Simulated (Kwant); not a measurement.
Model system: wire with a row of barriers in a Si two-dimensional gas. Effective mass 0.19 mₑ, grid spacing 2.7 nm, hard walls, nominal width 80 nm (29 grid rows, so walls 81 nm apart), one parabolic valley, scattering region 270 nm long along x; energies count from the band bottom; Fermi energy swept from 0.00024739 to 0.0029377 eV. 2 barrier(s) across the wire, height 0.012 eV, thickness 10.8 nm (about 4 grid columns), spaced by 43.2 nm.

The device is made up for the run: typed textbook-type constants, with dimensions and the other settings drawn at random.

Computed with Kwant: effective-mass tight-binding model on a square grid, one spin, coherent transport at 0 K. Conductance is in e²/h.

**Question.** How many channels do the leads carry at E = 1.63, 2.14, 2.16 meV?

**Answer.** The hard-wall thresholds are n² ħ²π²/(2mW²) = n² × 0.302 meV with W = 81 nm. √(1.63/0.302) = 2.33, so 2. √(2.14/0.302) = 2.67, so 2. √(2.16/0.302) = 2.68, so 2.
